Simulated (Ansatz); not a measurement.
The structure below was relaxed with Kohn–Sham DFT with the PBE functional, run in Ansatz (a program for electronic structure) with PAW and 420 eV plane waves, scalar-relativistic without spin-orbit coupling.

```
LiNbSe3
1.0
    3.32043     1.91705     5.87720
   -3.32043     1.91705     5.87720
    0.00000    -3.83411     5.87720
Li Nb Se
2 2 6
Direct
  0.68747   0.68747   0.68747
  0.18747   0.18747   0.18747
  0.99287   0.99287   0.99287
  0.49287   0.49287   0.49287
  0.61324   0.89993   0.25620
  0.89993   0.25620   0.61324
  0.25620   0.61324   0.89993
  0.75620   0.39993   0.11324
  0.39993   0.11324   0.75620
  0.11324   0.75620   0.39993
```

Task: Find the space group and the Wyckoff positions.

Result: Space group R3c, hexagonal axes (No. 161); a = b = 6.641 Å, c = 17.632 Å, α = β = 90.00°, γ = 120.00°

```tsv
atom	site	symmetry	x	y	z
Li	6a	3.	0.0000	0.0000	0.3125
Nb	6a	3.	0.0000	0.0000	0.0071
Se	18b	1	0.0232	0.3331	0.0769
```

No phonon test of stability was made. The cell was made from LiNbO3 by this change: O → Se; the result is a hypothetical phase, not in the database extracts checked.
